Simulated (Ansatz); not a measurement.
```yaml
crystal:
  lattice:
    - [3.90628, 0.00000, 0.00000]
    - [0.00000, 3.90628, 0.00000]
    - [0.00000, 0.00000, 3.90628]
  atoms:
    - { symbol: Cs, position: [0.00000, 0.00000, 0.00000] }
    - { symbol: Cl, position: [0.50000, 0.50000, 0.50000] }
```

No spin polarisation.

Computed with r2SCAN (Ansatz, a quantum-chemistry and plane-wave program; PAW; 500 eV plane waves; scalar-relativistic without spin-orbit coupling). Settings: 8×8×8 k-points, 0.05 eV Fermi–Dirac smearing.

Predict the electron mass (degenerate bands, along [100]).

0.31, 1.2 mₑ (at Γ).

What is the computed band gap?

5.67 eV.

Load acts through the strain it causes; cell and atoms are relaxed under it. Effective masses come from finite differences of ±0.01 Å⁻¹. No phonon test of stability was made. No other phases were tried under pressure. The cell was made from CsCl in the CsCl type structure (space group Pm-3m, No. 221) by this change: pressure 5 GPa.
